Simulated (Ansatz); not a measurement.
Start from a 16-atom supercell of TaAs (space group I4_1md, No. 109) at its relaxed geometry.

```
CELL_PARAMETERS angstrom
     -1.73153     1.73153     5.86650
      6.92613     0.00000     0.00000
      0.00000     6.92613     0.00000
ATOMIC_POSITIONS crystal
  Ta 0.99824 0.49956 0.50044
  Ta 0.99824 0.99956 0.50044
  Ta 0.99824 0.49956 0.00044
  Ta 0.99824 0.99956 0.00044
  Ta 0.49824 0.12456 0.12544
  Ta 0.49824 0.62456 0.12544
  Ta 0.49824 0.12456 0.62544
  Ta 0.49824 0.62456 0.62544
  As 0.83376 0.20844 0.79156
  As 0.83376 0.70844 0.79156
  As 0.83376 0.20844 0.29156
  As 0.83376 0.70844 0.29156
  As 0.33376 0.33344 0.91656
  As 0.33376 0.83344 0.91656
  As 0.33376 0.33344 0.41656
  As 0.33376 0.83344 0.41656
```

All numbers come from plane-wave PAW DFT at the PBE level (Ansatz, a program for electronic structure, 420 eV), without spin-orbit coupling.

One neutral defect a cell, atoms relaxed at fixed cell.

One change was made to it. Results:

The largest displacement of a host atom from its site in the perfect cell is 0.18 Å; the pressure goes from zero to 4.4 GPa.

Problem. What was done to the base?
A. Lu on a Ta site
B. N on a As site
C. Ta on a As site (antisite)

Solution. C, Ta on a As site (antisite). For comparison, the pressure in the other runs: N on a As site gives -7.8 GPa; Lu on a Ta site gives 5.3 GPa.

In so small a cell the defect repeats every few ångströms: this is an ordered compound, not a dilute defect. The final runs are not spin-polarised. Gaps under 0.05 eV, about the width of the smearing, are given as zero.
